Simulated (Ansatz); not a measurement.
## AgCl: response to strain and stress

The reference is AgCl in the rock salt structure (space group Fm-3m, No. 225; a = 5.447 Å). Axes: x, y, z lie along the cube axes.

Strains are applied to the cell and any free atomic positions relax; under biaxial strain the out-of-plane vector relaxes too; under stress the whole cell relaxes.

All numbers come from Ansatz (a program for electronic structure) PBEsol, scalar-relativistic without spin-orbit coupling.

Candidates:
(a) uniaxial stress, 5 GPa compression along z
(b) tensor shear ε_yz = −1.31 %
(c) biaxial strain −1.37 %, plane normal [111], relaxed out of plane

Base values:

| Item | Result |
|---|---|
| Smallest direct gap | 3.03 eV |

Q: Order them by smallest direct gap, highest first.

A: (a) uniaxial stress, 5 GPa compression along z (3.15 eV), (c) biaxial strain −1.37 %, plane normal [111], relaxed out of plane (3.06 eV), (b) tensor shear ε_yz = −1.31 % (3.03 eV)

Beyond what the load breaks, stability against distortions was not tested.
